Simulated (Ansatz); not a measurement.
## TaN: response to strain

Consider TaN (space group P-6m2, No. 187).

```
TaN
1.0
    2.93622     0.00000     0.00000
   -1.46811     2.54284     0.00000
    0.00000     0.00000     2.88489
Ta N
1 1
Cartesian
  0.00000   0.00000   1.44245
  1.46811   0.84761   0.00000
```

Cartesian axes are those of the cell as printed.

Strains are applied to the cell and any free atomic positions relax; under biaxial strain the out-of-plane vector relaxes too; under stress the whole cell relaxes.

The values are results of Kohn–Sham DFT with the r2SCAN functional, run in Ansatz (an electronic-structure program) with PAW and 500 eV plane waves, no spin-orbit coupling, earlier PAW set, not measurements.

Notes on the quantities. energy relative to the base: free energy F.

| change | volume per atom | energy relative to the base |
|---|---|---|
| base | 10.77 Å³ | 0 meV/atom |
| biaxial strain −0.69 %, plane normal [001], relaxed out of plane | [?] | – |
| biaxial strain +0.85 %, plane normal [001], relaxed out of plane | 10.92 Å³ | – |
| isotropic strain −2.67 % | 9.93 Å³ | [?] |
| isotropic strain +4.89 % | 12.43 Å³ | +0.223 eV/atom |
| uniaxial strain ε_zz = +3.29 % | 11.12 Å³ | +29 meV/atom |
| tensor shear ε_xy = +0.30 % | 10.77 Å³ | +0.3 meV/atom |
| uniaxial stress, 5 GPa tension along z | 10.81 Å³ | +1.1 meV/atom |
| uniaxial stress, 1 GPa compression along z | 10.76 Å³ | 0.0 meV/atom |
| uniaxial stress, 1 GPa tension along x | 10.78 Å³ | +0.1 meV/atom |

Q: Some entries are withheld; estimate them.

A: 
- biaxial strain −0.69 %, plane normal [001], relaxed out of plane, volume per atom: 10.65 Å³
- isotropic strain −2.67 %, energy relative to the base: +85 meV/atom

A case with no gap was solved on a k-mesh chosen for an insulator, which is coarse for it. Beyond what the load breaks, stability against distortions was not tested. All final runs are without spin polarisation. This is not the structure that TaN has at room temperature and ambient pressure.
